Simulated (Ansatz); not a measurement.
Consider PbI$_{2}$ in the 2H-MoS2 type structure (space group P6_3/mmc, No. 194; a = 4.273 Å, c = 14.362 Å; a hypothetical phase, not in the database extracts checked).

Levels (all Ansatz, an electronic-structure program, PAW, earlier PAW set): PBEsol-D3(BJ) (420 eV, no spin-orbit coupling); HSE06 (420 eV, without spin-orbit coupling).

Its gap is 1.39 eV with PBEsol-D3(BJ) and 1.99 eV with HSE06.

Modification: a hydrostatic pressure of 3 GPa.

With PBEsol-D3(BJ) the gap becomes 0.33 eV.

Problem. If the HSE06 correction stayed the same, what would the HSE06 gap be, and what does the HSE06 run give?

Solution. A rigid correction of +0.60 eV gives 0.93 eV. The HSE06 run gives 0.81 eV, so the correction itself changes by -0.12 eV.

Single points use the geometry relaxed with PBEsol-D3(BJ). HSE06 gaps are upper bounds (no full band path). Spin-orbit coupling, missing from the scalar runs, can matter with I and Pb. Load acts through the strain it causes; cell and atoms are relaxed under it. Whether these cells are dynamically stable was not tested.
